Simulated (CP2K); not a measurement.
Band structure of BaZrO₃ (Pm-3m, 5 atoms in the cell).

```
CELL_PARAMETERS angstrom
      4.19000     0.00000     0.00000
      0.00000     4.19000     0.00000
      0.00000     0.00000     4.19000
ATOMIC_POSITIONS crystal
  Ba 0.00000 0.00000 0.00000
  Zr 0.50000 0.50000 0.50000
  O  0.50000 0.00000 0.50000
  O  0.00000 0.50000 0.50000
  O  0.50000 0.50000 0.00000
```

Method: PBE, GPW, DZVP-MOLOPT-PBE-GTH basis, GTH-PBE potentials (POTENTIAL_UZH) in CP2K.

Settings: CUTOFF = 500 Ry; REL_CUTOFF = 50 Ry; SMEAR/METHOD = FERMI_DIRAC; ELECTRONIC_TEMPERATURE = 232.09 K; KPOINTS/SCHEME = MONKHORST-PACK 8 8 8; GAMMA_CENTERED = T; XC_FUNCTIONAL = PBE; Ba/BASIS_SET = DZVP-MOLOPT-PBE-GTH-q10; Ba/POTENTIAL = GTH-PBE-q10; Zr/BASIS_SET = DZVP-MOLOPT-PBE-GTH-q12; Zr/POTENTIAL = GTH-PBE-q12; O/BASIS_SET = DZVP-MOLOPT-PBE-GTH-q6; O/POTENTIAL = GTH-PBE-q6; METHOD = GPW.

The starting cell has typed, rounded lattice constants, without a prior relaxation at this level. Values carry the incompleteness of an atom-centred basis.

Task: Predict the gap along the standard path and the places of the band edges.

Result: The gap along the path is 3.14 eV, from R to Γ; the smallest direct gap on it is 3.40 eV.

Levels in eV from the top of the valence band on the SCF mesh, bands 17 to 21:
```csv
point,17,18,19,20,21
Γ,-1.00,-0.26,-0.26,-0.26,3.14
X,-1.77,-1.73,-0.48,-0.48,3.64
M,-0.94,-0.94,-0.79,-0.08,5.72
R,-2.59,0.00,0.00,0.00,5.95
```

Higher empty bands are left out: an atom-centred basis made for the valence describes them poorly.
